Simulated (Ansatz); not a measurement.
## Zr in the diamond structure (space group Fd-3m, No. 227; a hypothetical phase, not in the database extracts checked)

```
Zr
1.0
    0.00000     3.13913     3.13913
    3.13913     0.00000     3.13913
    3.13913     3.13913     0.00000
Zr
2
Cartesian
  1.56956   1.56956   1.56956
  0.00000   0.00000   0.00000
```

Level of theory: PBE in Ansatz (plane waves to 420 eV, PAW, spin-orbit coupling left out). Γ-centred 13×13×13 mesh, Fermi–Dirac width 0.05 eV.

| Item | Value |
|---|---|
| Volume per atom | 30.93 Å³ |
| Density | 4.90 g/cm³ |
| Band gap | zero |
| Total energy | -4181.432 eV/atom (σ→0; compares only within this code and set-up) |

No phonon test of stability was made. All final runs are without spin polarisation. Zr has a high density of states at the Fermi level and may be magnetic at this level.

Ansatz is an electronic-structure program.
